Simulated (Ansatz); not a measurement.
Take Pd in the fcc (Cu type) structure (space group Fm-3m, No. 225; a = 3.8777 Å; relaxed with 0.1 eV smearing) as the base. Axes: x, y, z lie along the cube axes.

Calculations: PBEsol (Ansatz, an electronic-structure program), scalar-relativistic without spin-orbit coupling.

One thing is altered: the cell is stretched by 1.50 % along z with no lateral relaxation, atoms relaxed at fixed cell.

### Question
Predict the stress tensor and what it implies for the stiffness.

### Answer
Stress of the strained cell less that of the base (GPa, compression positive):
```
   -2.6     0.0     0.0
    0.0    -2.6     0.0
    0.0     0.0    -3.5
```

Then −Δσ_ii/ε with ε = 0.0150 gives secant stiffness values (nonlinear terms included at this strain): C33 ≈ 236 GPa, C13 ≈ 170 GPa and C23 ≈ 170 GPa.

Stability against distortions was not tested. All final runs are without spin polarisation.
